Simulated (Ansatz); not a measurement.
## BN: pressure series

Base system: BN in the zinc blende structure (space group F-43m, No. 216).

```
CELL_PARAMETERS angstrom
      0.00000     1.81205     1.81205
      1.81205     0.00000     1.81205
      1.81205     1.81205     0.00000
ATOMIC_POSITIONS crystal
  N  0.75000 0.75000 0.75000
  B  0.00000 0.00000 0.00000
```

Cell and atoms are relaxed at each pressure.

Calculations: PBE, PAW, 420 eV (Ansatz, an electronic-structure program; without spin-orbit coupling), earlier PAW set.

| variant | electron mass | shortest interatomic distance | band gap |
|---|---|---|---|
| base | 0.91 mₑ along k, 0.30 mₑ across (at X) | 1.569 Å | 4.46 eV |
| pressure −2 GPa | 0.92 mₑ along k, 0.30 mₑ across (at X) | 1.572 Å | 4.45 eV |
| pressure −1 GPa | 0.92 mₑ along k, 0.30 mₑ across (at X) | 1.571 Å | 4.46 eV |
| pressure 1.8 GPa | 0.91 mₑ along k, 0.30 mₑ across (at X) | 1.567 Å | 4.46 eV |
| pressure 4.2 GPa | 0.91 mₑ along k, 0.30 mₑ across (at X) | 1.563 Å | 4.47 eV |
| pressure 9 GPa | 0.90 mₑ along k, 0.30 mₑ across (at X) | 1.557 Å | 4.48 eV |
| pressure 18 GPa | 0.90 mₑ along k, 0.30 mₑ across (at X) | 1.546 Å | 4.50 eV |
| pressure 30 GPa | 0.89 mₑ along k, 0.30 mₑ across (at X) | 1.533 Å | 4.53 eV |
| pressure 45 GPa | 0.87 mₑ along k, 0.29 mₑ across (at X) | 1.517 Å | 4.56 eV |
| pressure 60 GPa | 0.87 mₑ along k, 0.29 mₑ across (at X) | 1.504 Å | 4.59 eV |

Load acts through the strain it causes; cell and atoms are relaxed under it. Masses are band curvatures over ±0.01 Å⁻¹ around the edge. Along k means along the line from Γ to the band edge. Whether these cells are dynamically stable was not tested. No other phases were tried under pressure.
